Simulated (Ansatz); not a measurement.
Results of PBEsol (Ansatz, a quantum-chemistry and plane-wave program, plane waves, PAW) for fluorite TbO2 (cell taken from a computed entry).

Numerical settings: plane-wave cutoff 500 eV, 12×12×12 k mesh, Fermi–Dirac smearing 0.05 eV, spin-polarised start, scalar-relativistic PAW data made under PBE.

Cell (relaxed at this level):

```
CELL_PARAMETERS angstrom
      0.00000     2.62611     2.62611
      2.62611     0.00000     2.62611
      2.62611     2.62611     0.00000
ATOMIC_POSITIONS crystal
  Tb 0.00000 0.00000 0.00000
  O  0.75000 0.75000 0.75000
  O  0.25000 0.25000 0.25000
```

Problem. Predict the band gap.

Solution. 
- band gap: 0.24 eV (on the SCF k mesh)

Note: the magnetic order was assumed, not searched for or taken from measurement; the relaxation could not lower the start's symmetry, so the cell can be a saddle point above a distorted one; the 4f shell is treated without U or exact exchange, so its levels and filling can be wrong.

Spin–orbit coupling is not included.

Static lattice: no zero-point or thermal effects.
